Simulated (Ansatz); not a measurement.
Start from CdS in the zinc blende structure (space group F-43m, No. 216; a = 5.927 Å).

Computed with PBE (Ansatz, a program for electronic structure, PAW, no spin-orbit coupling), earlier PAW set.

One change was made to it. Results:

```
quantity                base    after
-------------------  -------  -------
lattice parameter a  5.927 Å  6.196 Å
band gap             1.04 eV  0.49 eV
```

Which change produced these results?
(A) S → Si
(B) S → Se
(C) Cd → Zn

B, S → Se. For comparison, the band gap in the other runs: S → Si gives zero; Cd → Zn gives 2.01 eV.

Stability against distortions was not tested. As relaxed here, CdSi is a hypothetical phase, not in the database extracts checked. The final runs are not spin-polarised.
